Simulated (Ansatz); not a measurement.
Pt on the (0001) surface of wurtzite GaN (2x2 N adatom at H3; a constructed slab, bottom: 3 H on 4 bottom sites), one in a cell of 36 Å², started at the site 'top N'

Host crystal: wurtzite GaN, with a band gap (PBE, scalar-relativistic without spin-orbit coupling).

Computed with PBE (plane waves to 420 eV, PAW; Ansatz, an electronic-structure program).

Slab: 45 atoms, 13.4 Å thick at the start with caps and adatoms under the adsorbate (thin: gaps and levels are the slab's own); k 4x4x1, smearing 0.01 eV, dipole-corrected; 23 atoms held, the rest relaxed; symmetry of the start imposed; spin-polarised, ending with about 0.1 μB a cell, a value that depends on the mesh; orders that need a larger cell were not tried, no spin-orbit, no U, no dispersion correction. The slab shows no gap over 0.04 eV on its mesh. At the end it is bonded to N. In PBE this state lies 1.29 eV over the lowest of the starts that converged ('over Ga at depth 1.1 Å', where the adsorbate broke or entered a bond of the host).

| Quantity | Value |
|---|---|
| adsorption energy against an atom of fcc Pt | 1.97 eV |
| change of the step from the bottom to the top vacuum level, against the clean slab | -0.12 eV |
| energy released by relaxation | 0.75 eV |
| height of the binding atom over the mean of the host atoms within 0.3 Å of the top one | 1.834 Å |
| nearest host atoms of the binding atom | N at 1.83 Å, Ga at 3.41 Å, Ga at 3.41 Å |
| largest move of a host atom | 0.08 Å |
| caution | the clean host was not checked against rearrangement in a larger or rattled cell |

A negative adsorption energy means that the adsorbate is more stable on the surface than in its reference.
